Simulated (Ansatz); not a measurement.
## BaPtSb (space group P-6m2, No. 187; a cell from a computed database, its experimental status unchecked)

```
BaPtSb
1.0
    4.55850     0.00000     0.00000
   -2.27925     3.94777     0.00000
    0.00000     0.00000     4.88448
Ba Sb Pt
1 1 1
Direct
  0.00000   0.00000   0.00000
  0.66667   0.33333   0.50000
  0.33333   0.66667   0.50000
```

Level of theory: r2SCAN+rVV10, PAW, 500 eV (Ansatz, an electronic-structure program; spin-orbit coupling left out). Settings: 12×12×10 k-points, 0.05 eV Fermi–Dirac smearing.

The volume per atom is 29.30 Å³ and the density comes out as 8.58 g/cm³. The band gap is zero and the total energy is -8332.159 eV/atom (σ→0; compares only within this code and set-up).

No phonon test of stability was made. The final runs are not spin-polarised. An odd electron count without spin: BaPtSb. BaPtSb has a high density of states at the Fermi level and may be magnetic at this level.
